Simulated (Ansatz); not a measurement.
## Short convergence ladders for ZnPPd5 (P4/mmm, 7 atoms in the cell)

```
CELL_PARAMETERS angstrom
      3.90293     0.00000     0.00000
      0.00000     3.90293     0.00000
      0.00000     0.00000     6.84919
ATOMIC_POSITIONS crystal
  Zn 0.50000 0.50000 0.00000
  P  0.00000 0.00000 0.50000
  Pd 0.00000 0.50000 0.29245
  Pd 0.00000 0.50000 0.70755
  Pd 0.50000 0.00000 0.29245
  Pd 0.50000 0.00000 0.70755
  Pd 0.00000 0.00000 0.00000
```

Base method: LDA (PW92), default PAW files made with PBE (plane waves; Ansatz, a quantum-chemistry and plane-wave program).

Base settings: basis.ecutwfc = 420 eV; kpoints.mp_grid.grid = 9 9 5; hamiltonian.xc = lda; hamiltonian.pseudopotentials = {kind: paw} (the program's default PAW files); scf.occupations.method = fermi_dirac; scf.occupations.width = 0.1 eV.

Core times come from one kind of shared machine, to one figure; runs under 30 s give none.

**Zone-centre phonons against the cutoff**

In this ladder: phonons.method = dfpt.

The mesh stays at the base's, so the ladder's end is converged at best in this setting alone.

Frequencies are those of the unrelaxed cell, without the LO-TO term of polar crystals.

Only quantities that move along the ladder and can be compared are tabulated.

| basis.ecutwfc | highest zone-centre frequency (cm⁻¹) | lowest optical frequency (cm⁻¹) | core time / last (rough) |
|---|---|---|---|
| 210 eV | 274.6 | -24.3 | 0.3 |
| 295 eV | 302.2 | 75.4 | 0.4 |
| 355 eV | 301.9 | 73.3 | 0.5 |
| 420 eV | 301.2 | 73.2 | 0.7 |
| 505 eV | 301.1 | 73.2 | 1 |

Coarsest basis.ecutwfc that holds the highest zone-centre frequency within 10 cm⁻¹ of the last step, with all finer ones: 295 eV, at about 0.4 of the last step's time; the step before is off by 26 cm⁻¹.

Coarsest basis.ecutwfc that holds the lowest optical frequency within 5 cm⁻¹ of the last step, with all finer ones: 295 eV, at about 0.4 of the last step's time; the step before is off by 97 cm⁻¹.

**The force threshold of a relaxation**

On ZnPPd₅ (P4mm, 7 atoms in the cell): one atom moved by 0.15 angstrom.

In this ladder: relax = atoms.

The mesh stays at the base's, so the ladder's end is converged at best in this setting alone.

Only quantities that move along the ladder and can be compared are tabulated.

```tsv
relax.f_tol	free energy less the last step's (meV/atom)	largest force left (eV/Å)	relaxation steps	core time / last (rough)
0.2 eV/Å	0.09	0.0623	3	0.6
0.05 eV/Å	0.00	0.0035	4	0.8
0.02 eV/Å	0.00	0.0037	4	0.8
0.005 eV/Å	0.00	0.0040	5	1.0
0.001 eV/Å	0.00	0.0001	5	1
```

Coarsest relax.f_tol that holds the largest force left within 0.02 eV/Å of the last step, with all finer ones: 0.05 eV/Å; the step before is off by 0.062 eV/Å.

Coarsest relax.f_tol that holds the free energy within 0.05 meV/atom of the last step, with all finer ones: 0.05 eV/Å; the step before is off by 0.09 meV/atom.

On the base run: the starting cell comes from a database of computed structures (which also holds hypothetical and non-ambient phases and stackings), without a prior relaxation at this level. Its lattice was rescaled by up to half a per cent. Spin polarisation is off; with an odd number of electrons in the cell that forces a metal, and a magnetic state may lie lower. In the base run, with a pressure of about -10 GPa the cell is away from its equilibrium volume at this level.

Keys are those of Ansatz 0.2.
